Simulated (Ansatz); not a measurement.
The starting structures come from a database of crystals and need not be the phases stable at ambient conditions.

By PBEsol, the system below comes out a metal.

The ballistic (Sharvin) conductance counts the channels at the Fermi level: G/A = (e²/h) × channels of both spins per area.

Given:

```xyz
8
Lattice="3.8946 0.0000 0.0000 0.0000 4.0239 0.0000 0.0000 2.0120 10.5363" Properties=species:S:1:pos:R:3 pbc="T T T"
Y      2.9209     2.0120     1.7676
Y      0.9736     4.0239     8.7687
Ge     2.9209     4.0239     4.0118
Ge     0.9736     2.0120     6.5245
Ge     0.9736     4.0239     0.7970
Ge     2.9209     2.0120     9.7393
Ge     0.9736     2.0120     4.0563
Ge     2.9209     4.0239     6.4800
```

The cell is taken as given; by PBEsol it stands under a pressure of -2.1 GPa.

The current flows along the normal of the first two printed cell vectors. No spin-orbit coupling; the value is a mean over 0.1 eV about the Fermi level.

State the ballistic conductance per area according to PBEsol (Ansatz, a first-principles code).

0.26 × 10¹⁵ S/m² for both spins.
